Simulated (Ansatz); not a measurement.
Base system: BP in the zinc blende structure (space group F-43m, No. 216; a = 4.536 Å).

One thing is altered: cell and atoms relaxed at a pressure of 3 GPa.

Computed with plane-wave PAW DFT at the r2SCAN level (Ansatz, a program for electronic structure, 500 eV), no SOC, earlier PAW set.

Base, band edges from the VBM (valence, conduction): X -4.36, 1.50; W -5.74, 5.74; L -1.87, 4.10; Γ 0.00, 3.60; K -3.72, 2.37; U -3.72, 2.37 eV.

Question: Give the band edges at the high-symmetry points of the new zone, measured from its valence-band maximum.

Answer: 
| point | valence edge (eV) | conduction edge (eV) |
|---|---|---|
| Γ | 0.00 | 3.62 |
| X | -4.43 | 1.47 |
| U | -3.77 | 2.36 |
| K | -3.77 | 2.36 |
| L | -1.90 | 4.21 |
| W | -5.84 | 5.74 |

The gap is 1.38 eV, indirect, Γ → Γ–X (83 % along).

Load acts through the strain it causes; cell and atoms are relaxed under it. Stability against distortions was not tested.
